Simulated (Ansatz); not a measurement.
## Worked sum: formation energy of the neutral V_O in ZnO (wurtzite, P6₃mc)

This concerns the formation energy of the neutral V_O in ZnO (wurtzite, P6₃mc). Reaction: 36 ZnO (wurtzite) → cell A + 1/2 O2 (gas).

A: a supercell of 72 sites of ZnO (wurtzite, P6₃mc) with one empty O site amid 4 Zn; spin state with PBE: run without spin.

Method: Ansatz (a program for electronic structure), PAW, neutral cells at 0 K with nuclei at rest, on structures from PBE. Ansatz runs with its default PAW set. Other levels take these structures. The lattices are those relaxed with PBE, so at other levels the solids can be strained, which adds to the spread. Larger cells are relaxed from a start prepared with the learned potential CHGNet, on a coarser mesh till forces fall under 0.03 eV/Å, which some starts already meet. A dispersion term (D3(BJ), or D4 for r2SCAN) was computed beside these levels and is taken off wherever the name lacks it. Mesh and cell size may move defect energies by 0.1 eV or more. The value holds for the reservoirs listed; other chemical potentials shift it. Cell A has symmetry P3m1 within 0.02 Å and got no random move, so less symmetric positions, which may lie lower, weren't tried.

Total energies of the cells in eV, at zero smearing width. They compare only within one column; the weights balance every element.

```tsv
cell	atoms	weight	r2SCAN	PBEsol
A: ZnO:V_O	71	+1	-139646.22902	-137753.50234
ZnO (wurtzite)	72	−1	-140216.63936	-138315.87469
O2 (gas)	2	+1/2	-1131.96020	-1116.56354
```

r2SCAN: (-139646.22902) − (-140216.63936) + 1/2 × (-1131.96020) = 4.430 eV.

PBEsol: (-137753.50234) − (-138315.87469) + 1/2 × (-1116.56354) = 4.091 eV.

What follows from the r2SCAN value: The value above is the O-rich limit, with O2 (gas) as reservoir. The host forms with -1.63 eV/atom at this level, so before it gives way to its other element Δμ(O) can go down to -1.63 × 2 = -3.26 eV (other compounds may narrow the range). The defect releases 1 O, so the O-poor limit is 4.43 + 1 × (-3.26) = 1.17 eV.
